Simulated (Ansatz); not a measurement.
The structure below was relaxed with plane-wave PAW DFT at the PBE level (Ansatz, a first-principles code, 420 eV), spin-orbit coupling left out, earlier PAW set, at pressure 15 GPa.

```
TiSi2
1.0
    1.72696    -6.46782     0.00000
    1.72696     6.46782     0.00000
    0.00000     0.00000     3.49756
Si Ti
4 2
Direct
  0.93828   0.06172   0.75000
  0.06172   0.93828   0.25000
  0.25058   0.74942   0.75000
  0.74942   0.25058   0.25000
  0.60123   0.39877   0.75000
  0.39877   0.60123   0.25000
```

Problem. Find the space group and the Wyckoff positions.

Solution. Space group Cmcm (No. 63); a = 3.454 Å, b = 12.936 Å, c = 3.498 Å, α = β = γ = 90.00°

```tsv
atom	site	symmetry	x	y	z
Si	4c	m2m	0.0000	0.0617	0.7500
Si	4c	m2m	0.0000	0.2506	0.2500
Ti	4c	m2m	0.0000	0.6012	0.2500
```

Problem. Describe the coordination.

Solution. The crystal has 12 atoms in its conventional cell. Cell: a = 3.454 Å, b = 12.936 Å, c = 3.498 Å, α = 90.00°, β = 90.00°, γ = 90.00°. Si1 has 2 Si at 2.368 Å and 4 Ti at 2.510 Å and 2 Ti at 2.725 Å. Si2 has 4 Si at 2.458 Å and 4 Ti at 2.591–2.595 Å. Ti is surrounded by 8 Si at 2.510–2.595 Å and 2 Si at 2.725 Å and 2 Ti at 3.149 Å. (Neighbours: up to the widest gap in distance over summed covalent radii, below 1.35, at either atom; cation-cation and far metal-metal contacts left out.)

Load acts through the strain it causes; cell and atoms are relaxed under it. Stability against distortions was not tested. No other phases were tried under pressure. The final runs are not spin-polarised. The cell was made from TiSi$_{2}$ (space group Cmcm, No. 63) by this change: pressure 15 GPa.
